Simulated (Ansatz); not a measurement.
Ansatz (an electronic-structure program) run on HfGa₃ (I4mm, 4 atoms in the cell): self-consistent single point.

Method of the run: LDA (PW92), default PAW files made with PBE (plane waves; Ansatz).

The change in words: lattice scaled by 0.98; basis.ecutwfc: 420 eV → 295 eV. Reference geometry:
```yaml
crystal:
  lattice:
    - [-1.92277, 1.92277, 4.48780]
    - [1.92277, -1.92277, 4.48780]
    - [1.92277, 1.92277, -4.48780]
  atoms:
    - { symbol: Hf, position: [0.00557, 0.00557, 0.00000] }
    - { symbol: Ga, position: [0.50000, 0.50000, 0.00000] }
    - { symbol: Ga, position: [0.75000, 0.25000, 0.50000] }
    - { symbol: Ga, position: [0.25000, 0.75000, 0.50000] }
```

Reference input (self-consistent single point, DFT, LDA (PW92), plane waves, default PAW files made with PBE): basis.ecutwfc = 420 eV; kpoints.mp_grid.grid = 7 7 7; hamiltonian.xc = lda; hamiltonian.pseudopotentials = {kind: paw} (the program's default PAW files); scf.occupations.method = gaussian; scf.occupations.width = 0.1 eV. This run's input differs from it in these lines:

Ansatz 0.2 input:
```diff
@@ -3,5 +3,5 @@
   lattice:
-    - [-1.922769, 1.922769, 4.487801]
-    - [1.922769, -1.922769, 4.487801]
-    - [1.922769, 1.922769, -4.487801]
+    - [-1.884314, 1.884314, 4.398045]
+    - [1.884314, -1.884314, 4.398045]
+    - [1.884314, 1.884314, -4.398045]
   atoms:
@@ -12,3 +12,3 @@
 basis:
-  ecutwfc: 420.0
+  ecutwfc: 295.0
 kpoints:
```

Output, abridged:

```
SCF iter   1: F=—  HF=-26599.061936 eV  |F-HF|=—  |Δ(HF+E_count)|=         —  Δρ=6.15e-3  dr2=1.20e-2  ethr=1.77e-3  ⟨swp⟩=4.7  Hψ=4922  notcnv=0
all-band conjugate gradients solve this SCF's bands
preconditioner: auto → Kerker (q_TF=auto, 2.746 Å⁻¹)
SCF iter   2: F=—  HF=-26599.006468 eV  |F-HF|=—  |Δ(HF+E_count)|=   5.55e-2  Δρ=5.47e-3  dr2=1.56e-2  ethr=1.84e-5  ⟨swp⟩=2.0  Hψ=3359  notcnv=0  defer=40
   [... lines left out ...]
SCF iter   5: F=—  HF=-26599.001661 eV  |F-HF|=—  |Δ(HF+E_count)|=   1.34e-4  Δρ=3.58e-4  dr2=6.61e-5  ethr=5.17e-7  ⟨swp⟩=2.0  Hψ=2633  notcnv=0  defer=40
SCF iter   6: F=—  HF=-26599.001678 eV  |F-HF|=—  |Δ(HF+E_count)|=   1.66e-5  Δρ=7.85e-5  dr2=5.94e-6  ethr=1.02e-7  ⟨swp⟩=2.0  Hψ=2782  notcnv=0  defer=40
SCF iter   7: F=—  HF=-26599.001676 eV  |F-HF|=—  |Δ(HF+E_count)|=   1.96e-6  Δρ=1.69e-5  dr2=3.56e-7  ethr=9.13e-9  ⟨swp⟩=2.4  Hψ=2237  notcnv=0  defer=40
SCF iter   8: F=-26599.001676 eV  HF=-26599.001676 eV  |F-HF|=1.79e-8  |Δ(HF+E_count)|=   8.78e-8  Δρ=4.47e-6  dr2=2.13e-8  ethr=1.54e-10  ⟨swp⟩=7.1  Hψ=5313  notcnv=0
SCF 1 converged in 8 iterations: F = -26599.001676 eV  dr2 = 2.13e-8
Free energy (F): -26599.001676 eV
Internal energy: -26598.998247 eV  (E = F + TS)
E sigma→0 (E₀):  -26598.999961 eV
Entropy (-TS):   -0.003429 eV (-0.857 meV/atom)
Fermi energy:    16.072767 eV
--- Forces (eV/Å), atoms counted from 1 ---
  atom   1  Hf    -0.00000000     0.00000000    -0.41827359
  atom   2  Ga    -0.00000000     0.00000000    -0.10906269
  atom   3  Ga     0.00000000    -0.00000000     0.26366475
  atom   4  Ga    -0.00000000    -0.00000000     0.26366475
--- Stress (GPa, compression-positive) ---
        3.981728      -0.000000      -0.000000
       -0.000000       3.981728      -0.000000
       -0.000000       0.000000       3.993371
  P = ⅓ Tr σ = 3.9856 GPa (39.856 kbar)
  The stress holds the Pulay correction. Without it, at fixed plane waves, as pw.x and ABINIT print it: P = -11.7061 GPa
```

The run converged in 8 iterations. Against the reference run the free energy rises by 146 meV/atom, the pressure goes from -3.86 to 3.99 GPa and the largest force goes from 0.314 to 0.418 eV/Å.

The starting cell comes from a database of computed structures (which also holds hypothetical and non-ambient phases and stackings), without a prior relaxation at this level. Its lattice was rescaled by up to half a per cent. One atom was moved a little off its site on purpose. For this run, on top of that: lattice scaled by 0.98. Ansatz's pressure includes its estimate of the finite-basis (Pulay) stress. Without the estimate this run gives -11.71 GPa. The cutoff lies below the one recommended for these files.
